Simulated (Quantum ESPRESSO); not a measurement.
**A short convergence ladder for BaSbPt (P-6m2, 3 atoms in the cell)**

```
CELL_PARAMETERS angstrom
      4.59084     0.00000     0.00000
     -2.29542     3.97578     0.00000
      0.00000     0.00000     5.01134
ATOMIC_POSITIONS crystal
  Ba 0.00000 0.00000 0.00000
  Sb 0.66667 0.33333 0.50000
  Pt 0.33333 0.66667 0.50000
```

Base method: LDA (PZ), GBRV 1.5 ultrasoft (LDA) pseudopotentials (plane waves; Quantum ESPRESSO 7.5).

Base settings: ecutwfc = 40 Ry; ecutrho = 320 Ry; occupations = smearing; smearing = gauss; degauss = 0.0073499 Ry; potentials = {Ba: ba_lda_v1.uspp.F.UPF, Sb: sb_lda_v1.4.uspp.F.UPF, Pt: pt_lda_v1.4.uspp.F.UPF}; K_POINTS = automatic 4 4 3 0 0 0; conv_thr = 1e-10 Ry; mixing_beta = 0.4.

**Zone-centre phonons against the cutoff**

In this ladder: ph.x.tr2_ph = 1e-14; ph.x.fildyn = dyn.G; dynmat.x.fildyn = dyn.G; dynmat.x.asr = simple. Moved along: ecutrho.

The mesh stays at the base's, so the ladder's end is converged at best in this setting alone.

Frequencies are those of the unrelaxed cell, without the LO-TO term of polar crystals.

Only quantities that move along the ladder and can be compared are tabulated.

| ecutwfc | highest zone-centre frequency (cm⁻¹) | lowest optical frequency (cm⁻¹) |
|---|---|---|
| 20 Ry | 166.5 | 11.8 |
| 24 Ry | 170.8 | 27.4 |
| 28 Ry | 164.5 | 25.4 |
| 40 Ry | 164.3 | 25.2 |
| 60 Ry | 164.3 | 25.2 |

Coarsest ecutwfc that holds the highest zone-centre frequency within 1 cm⁻¹ of the last step, with all finer ones: 28 Ry; the step before is off by 6.5 cm⁻¹.

Coarsest ecutwfc that holds the lowest optical frequency within 5 cm⁻¹ of the last step, with all finer ones: 24 Ry; the step before is off by 13 cm⁻¹.

On the base run: the starting cell comes from a database of computed structures (which also holds hypothetical and non-ambient phases and stackings), without a prior relaxation at this level. Its lattice was rescaled by up to half a per cent. Spin polarisation is off. In the base run, with a pressure of about -5 GPa the cell is away from its equilibrium volume at this level. Without a gap this mesh is coarse (it stands for a supercell whose shortest vector is 15 Å).
